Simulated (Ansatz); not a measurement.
**InP in the zinc blende structure (space group F-43m, No. 216)**

```
CELL_PARAMETERS angstrom
      0.00000     2.93912     2.93912
      2.93912     0.00000     2.93912
      2.93912     2.93912     0.00000
ATOMIC_POSITIONS crystal
  P  0.75000 0.75000 0.75000
  In 0.00000 0.00000 0.00000
```

All numbers come from PBEsol/PAW in Ansatz (an electronic-structure program), scalar-relativistic without spin-orbit coupling. Settings: 10×10×10 k-points, 0.05 eV Fermi–Dirac smearing.

| Item | Value |
|---|---|
| Volume per atom | 25.39 Å³ |
| Density | 4.77 g/cm³ |
| Band gap | 0.57 eV, direct at Γ |
| Electron mass | 0.046 mₑ |
| Hole mass (degenerate bands, along [100]) | 0.045, 0.43, 0.43 mₑ |
| Lowest conduction-band minima above the VBM | Γ 0.57 eV; L along ⟨111⟩ 1.38 eV; X along ⟨100⟩ 1.65 eV |
| Total energy | -3132.933 eV/atom (σ→0; compares only within this code and set-up) |

Masses are band curvatures over ±0.01 Å⁻¹ around the edge. No phonon test of stability was made.
